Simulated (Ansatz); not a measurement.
Structures of equal composition on the (111) surface of fcc Rh: a layer of In in place of the second plane; a layer of In in place of the third plane. The slabs share one bottom face, and each structure is named by its start. These are constructed structures in small cells; real faces may alloy, dewet or reconstruct in larger ones, and not all known structures of the face are among them. Slabs of about 11 Å, Fermi-Dirac smearing of 0.1 eV. Bottom of the slabs: a bare face, its two planes held. Relaxed from the named starts with such symmetry as they have, on meshes of like density; energies extrapolated to zero smearing; spin only where a row says so; no spin-orbit coupling, no U. Brackets mark spin-polarised runs, whose order is one that fits the cell.

Computed with PBE (plane waves to 420 eV, PAW; Ansatz, a program for electronic structure).

Q: Put the candidates in order of energy per 1x1 cell, lowest first, for PBE.

A: a layer of In in place of the second plane (0.000 eV), a layer of In in place of the third plane (0.228 eV)
